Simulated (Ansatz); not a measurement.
We consider Cs₂NiO₂ (I4/mmm, No. 139, 5 atoms in the cell; start mp-755100), described by PBEsol in Ansatz (plane waves, PAW).

Settings: plane-wave cutoff 500 eV, 12×12×12 k mesh, Fermi–Dirac smearing 0.05 eV, spin-polarised start, scalar-relativistic PAW data made under PBE.

Cell (relaxed at this level):

```
CELL_PARAMETERS angstrom
     -2.17538     2.17538     6.69196
      2.17538    -2.17538     6.69196
      2.17538     2.17538    -6.69196
ATOMIC_POSITIONS crystal
  Cs 0.35145 0.35145 0.00000
  Cs 0.64855 0.64855 0.00000
  Ni 0.00000 0.00000 0.00000
  O  0.12556 0.12556 0.00000
  O  0.87444 0.87444 0.00000
```

Question: Give the computed band gap.

Answer: 
band gap: 1.05 eV (on the SCF k mesh)

Note: the magnetic order was assumed, not searched for or taken from measurement; a magnet's gap depends somewhat on the PAW data; the relaxation could not lower the start's symmetry, so the cell can be a saddle point above a distorted one.

Spin–orbit coupling is not included.

Static lattice: no zero-point or thermal effects.

A start named mp-… is a Materials Project structure, which need not be a measured phase.

Ansatz is an electronic-structure program.
